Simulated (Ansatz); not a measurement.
The starting structures come from a database of crystals and need not be the phases stable at ambient conditions.

Inside the gap of an insulator the Bloch states are evanescent, with a wavenumber k + iκ along the transport direction.

Here is the system:

```
CELL_PARAMETERS angstrom
      3.80639     0.00000     0.00000
      0.00000     7.40294     0.00000
      0.00000    -3.70147     6.41113
ATOMIC_POSITIONS crystal
  W  0.00000 0.50000 0.50000
  W  0.00000 0.50000 0.00000
  W  0.00000 0.00000 0.50000
  O  0.00000 0.42846 0.21423
  O  0.00000 0.57154 0.78577
  O  0.00000 0.21423 0.78577
  O  0.00000 0.78577 0.21423
  O  0.00000 0.78577 0.57154
  O  0.00000 0.21423 0.42846
  O  0.50000 0.50000 0.00000
  O  0.50000 0.00000 0.50000
  O  0.50000 0.50000 0.50000
```

The cell is taken as given; by PBEsol it stands under a pressure of -1.4 GPa.

Transport runs along the normal of the first two printed cell vectors, the (100) plane of the conventional cell.

The gap is the functional's own, uncorrected, and κ follows it; spin-orbit coupling is left out. Mid-gap means the computed energy nearest the middle.

Question: Compute, with PBEsol in Ansatz (a quantum-chemistry and plane-wave program), the band gap and the smallest decay constant κ at mid-gap.

Answer: Gap 0.61 eV on a 8×6×6 mesh; κ = 0.122 1/Å, at the zone centre.
